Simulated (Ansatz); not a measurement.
Consider the following.

```
KCl
1.0
    4.32597     0.00000     0.00000
    0.00000     4.32597     0.00000
    2.16299    -2.16299     3.14006
K Cl
1 1
Cartesian
  0.00000   0.00000   0.00000
  4.32597   0.00000   3.14006
```

No spin polarisation.

The values are results of PBEsol in Ansatz (plane waves to 420 eV, PAW, without spin-orbit coupling), not measurements. Settings: 9×9×9 k-points, 0.05 eV Fermi–Dirac smearing.

**Question.** Predict the valence-band top at Γ, in-plane stress and gap character.

**Answer.** The valence-band top at Γ (three highest levels, from the VBM) comes out as 0.00, 0.00, -0.02 eV. The mean in-plane stress (compression positive) comes out as +1.1 GPa and the gap character comes out as direct at Γ.

The cells carry an imposed strain or load. Stability against distortions was not tested. The cell was made from KCl in the rock salt structure (space group Fm-3m, No. 225) by this change: biaxial strain −2.00 %, plane normal [001], relaxed out of plane.

Ansatz is a first-principles code.
